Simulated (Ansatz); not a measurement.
**TiAs, pressure series**

Start from TiAs (space group P6_3/mmc, No. 194; a = 3.599 Å, c = 11.961 Å).

Cell and atoms are relaxed at each pressure.

Method: PBEsol (Ansatz, an electronic-structure program, PAW, no spin-orbit coupling).

Notes on the quantities. enthalpy: H = E + PV relative to the base's energy.

| change | lattice parameter a | enthalpy | c/a ratio |
|---|---|---|---|
| base | 3.599 Å | – | 3.324 |
| pressure 0.3 GPa | 3.596 Å | +0.03 eV/atom | 3.324 |
| pressure 0.7 GPa | 3.592 Å | +0.07 eV/atom | 3.326 |
| pressure 1.5 GPa | 3.584 Å | +0.16 eV/atom | 3.327 |

Load acts through the strain it causes; cell and atoms are relaxed under it. Stability against distortions was not tested. The final runs are not spin-polarised.
